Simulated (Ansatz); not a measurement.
Start from W in the bcc (W type) structure (space group Im-3m, No. 229; a = 3.135 Å; relaxed with 0.1 eV smearing). Axes: x, y, z lie along the cube axes.

Structures relaxed with DFT with LDA, PAW potentials and a 420 eV plane-wave cutoff in Ansatz (an electronic-structure program), no SOC.

Base:

Simulated powder pattern, Cu Kα1, λ = 1.54056 Å (kinematic, ideal powder, no thermal factors, no anomalous dispersion; the 14 strongest lines at most, above 2 %, up to 2θ = 90°):

| 2θ (°) | I/Imax (%) | hkl |
|---|---|---|
| 40.66 | 100 | (110) |
| 58.86 | 17 | (200) |
| 74.00 | 36 | (211) |
| 88.04 | 12 | (220) |

After one change:

Simulated powder pattern, Cu Kα1, λ = 1.54056 Å (kinematic, ideal powder, no thermal factors, no anomalous dispersion; the 14 strongest lines at most, above 2 %, up to 2θ = 90°):

```tsv
2θ (°)	I/Imax (%)
40.68	100
40.88	49
58.60	8.8
59.19	17
73.91	18
74.30	36
88.10	12
88.59	6.0
```

Task: Which change produced these results?
(A) biaxial strain −3.00 %, plane normal [001], relaxed out of plane
(B) biaxial strain +1.00 %, plane normal [001], relaxed out of plane
(C) biaxial strain −0.50 %, plane normal [001], relaxed out of plane
(D) biaxial strain +2.00 %, plane normal [001], relaxed out of plane

Result: C, biaxial strain −0.50 %, plane normal [001], relaxed out of plane. Its volume per atom is 15.32 Å³ against 15.41 Å³, and its space group is I4/mmm (No. 139).

Whether these cells are dynamically stable was not tested. All final runs are without spin polarisation.
